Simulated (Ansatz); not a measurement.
Base system: GaSb in the zinc blende structure (space group F-43m, No. 216; a = 6.134 Å). Axes: x, y, z lie along the cube axes.

The values are results of r2SCAN in Ansatz (plane waves to 500 eV, PAW, no SOC), earlier PAW set, not measurements.

Now apply this change: every lattice vector is stretched by 0.79 %; the atoms relax in the strained cell.

Problem. Predict the stress tensor and what it implies for the stiffness.

Solution. Stress of the strained cell less that of the base (GPa, compression positive):
```
  -1.18    0.00    0.00
   0.00   -1.18    0.00
   0.00    0.00   -1.18
```

Then B = −ΔP/(ΔV/V₀) with ΔV/V₀ = 0.0239 gives secant stiffness values (nonlinear terms included at this strain): B ≈ 50 GPa.

Whether these cells are dynamically stable was not tested.

Ansatz is a program for electronic structure.
